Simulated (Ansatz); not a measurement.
System: rock-salt NaH. Method: PBEsol-D3(BJ) (Ansatz, a first-principles code, plane waves, PAW).

Run with plane-wave cutoff 520 eV, 12×12×12 k mesh, Fermi–Dirac smearing 0.01 eV, scalar-relativistic PAW data made under PBE.

The cell is scaled about its equilibrium volume:

```json
[
 {"V (Å³/atom)": "12.048", "P (GPa)": "1.89", "direct gap at Γ (eV)": "16.070", "smallest gap on the k mesh (eV)": "3.819"},
 {"V (Å³/atom)": "12.304", "P (GPa)": "1.20", "direct gap at Γ (eV)": "15.799", "smallest gap on the k mesh (eV)": "3.784"},
 {"V (Å³/atom)": "12.560", "P (GPa)": "0.57", "direct gap at Γ (eV)": "15.538", "smallest gap on the k mesh (eV)": "3.751"},
 {"V (Å³/atom)": "12.817", "P (GPa)": "0.00", "direct gap at Γ (eV)": "15.285", "smallest gap on the k mesh (eV)": "3.718"},
 {"V (Å³/atom)": "13.073", "P (GPa)": "-0.52", "direct gap at Γ (eV)": "15.040", "smallest gap on the k mesh (eV)": "3.686"},
 {"V (Å³/atom)": "13.329", "P (GPa)": "-0.99", "direct gap at Γ (eV)": "14.804", "smallest gap on the k mesh (eV)": "3.656"},
 {"V (Å³/atom)": "13.585", "P (GPa)": "-1.42", "direct gap at Γ (eV)": "14.575", "smallest gap on the k mesh (eV)": "3.626"}
]
```

The fundamental gap (3.72 eV at the equilibrium volume, with added k points) lies elsewhere than Γ–Γ.
